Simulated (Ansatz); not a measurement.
The parent structure is TiB2 (space group P6/mmm, No. 191; a = 3.032 Å, c = 3.224 Å).

All numbers come from Ansatz (a first-principles code), PBE, PAW, cutoff 420 eV, without spin-orbit coupling, earlier PAW set.

For the base:

| Quantity | Result |
|---|---|
| Volume per atom | 8.56 Å³ |
| c/a ratio | 1.063 |

It is then changed as follows: a hydrostatic pressure of 50 GPa.

Task: What happens to the volume per atom?

Result: The volume per atom shrinks by 1.19 Å³ (8.56 Å³ → 7.37 Å³).

Task: What happens to the c/a ratio?

Result: The c/a ratio drops by 0.019, from 1.063 to 1.044.

Load acts through the strain it causes; cell and atoms are relaxed under it. No phonon test of stability was made. No other phases were tried under pressure. The final runs are not spin-polarised.
